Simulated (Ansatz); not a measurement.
Defect: N vacancy in beta Si3N4, charge state +1. The step: one N atom jumps into the vacancy from a nearby N site (strongly reconstructed ends); the atom moves 2.83 Å along (0.33, 0.30, 0.50) of the unit cell; at the end one Si stands off the lattice site; the moving atom starts with neighbours Si at 1.73, Si at 1.75, Si at 1.77 Å and ends with 3 Si at 1.74 Å. A PBE band in Ansatz (plane-wave PAW, the Γ point alone, 84 host sites, 62 SCF runs with any check of the saddle's order, static, no finite-size correction) gives a forward barrier of 4.79 eV. The saddle point's order was not checked. The charge state is imposed; whether it is stable for some Fermi level was not computed. Forms of the defect that were not tried may lie lower. The order of the sites in energy changes with the mesh.

Single points at the band's start and saddle point can refine it. Rough cost of one point, in units of the band's mean SCF on the same machine:

```csv
Level,Cost of one point
"PBE, a 2×2×2 k-point mesh shifted by half a step along c",about 8
"r2SCAN at 500 eV, the Γ point alone",about 4
```

Task: Which of these move the barrier by more than 0.1 eV, and how far does each move it?

Result: PBE, a 2×2×2 k-point mesh shifted by half a step along c: +0.21 eV; r2SCAN at 500 eV, the Γ point alone: +0.50 eV. Each functional is compared with PBE at the same k-points.

Ansatz is a program for electronic structure.
